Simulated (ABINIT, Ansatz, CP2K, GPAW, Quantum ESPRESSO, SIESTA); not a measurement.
## LiAg3 (Pm-3m, 4 atoms in the cell) computed with different codes at matched settings

Self-consistent single point.

```
LiAg3
1.0
    4.03340     0.00000     0.00000
    0.00000     4.03340     0.00000
    0.00000     0.00000     4.03340
Li Ag
1 3
Cartesian
  0.00000   0.00000   0.00000
  0.00000   2.01670   2.01670
  2.01670   0.00000   2.01670
  2.01670   2.01670   0.00000
```

All programs got the same cell, k-point mesh and kind of occupations (in Ansatz's words: kpoints.mp_grid.grid = 8 8 8; scf.occupations.method = fermi_dirac; scf.occupations.width = 0.05 eV); potentials, basis and cutoffs are each program's usual ones.

```csv
code,model,pressure (GPa),k-points,cutoff
CP2K,"PBEsol, GPW, DZVP-MOLOPT-PBE-GTH basis, GTH-PBE potentials (POTENTIAL_UZH)",-1.59,260,grid 500 Ry
GPAW,"PBEsol, GPAW PAW datasets PBEsol (made by gpaw-setup)",-2.12,35,600 eV
Quantum ESPRESSO,"PBEsol, GBRV 1.5 ultrasoft (PBESOL) pseudopotentials",-3.46,35,40 Ry
Ansatz,"PBEsol, PAW files made with PBE",-2.18,35,420 eV
ABINIT,"PBEsol, norm-conserving pseudopotentials (PseudoDojo nc-sr-04 PBEsol standard)",-2.29,35,1116 eV
SIESTA,"GGA PBEsol, numerical atomic orbitals DZP, PseudoDojo PBEsol standard norm-conserving potentials (rewritten from UPF to PSML)",-2.52,296,grid 400 Ry
```

The spread over the programs that give each value: pressure within 1.87 GPa.

The starting cell comes from a database of computed structures (which also holds hypothetical and non-ambient phases and stackings), without a prior relaxation at this level. Its lattice was rescaled by a random factor within 2.5 % of one.

**Question.** Why do the programs differ, and what cannot be compared?

**Answer.** Differences of this kind can come from the potentials, where these differ, and from what each basis and cutoff leave unconverged. The valence holds different numbers of electrons (CP2K 36, GPAW 52, Quantum ESPRESSO 60, Ansatz (an electronic-structure program) 60, ABINIT 60, SIESTA 60). The zero of total energies and Fermi levels follows the potentials and each program's conventions, so they are not compared here. CP2K and SIESTA use small atom-centred bases, whose incompleteness enters pressures, forces and empty levels differently from a plane-wave cutoff. Ansatz's pressure is given at a fixed set of plane waves, as the other plane-wave codes print theirs; with its correction for the finite basis it is -2.12 GPa. The programs reduce the same mesh by symmetry to different extents, which changes the work and not the result. In the pressure, Quantum ESPRESSO (by 1.23) lies more than 1 GPa from the median of the plane-wave programs.

Left out of this page: Elk (not drawn, or without a comparable value); FLEUR (with a known weakness of the program).

Keys are those of Ansatz 0.2.
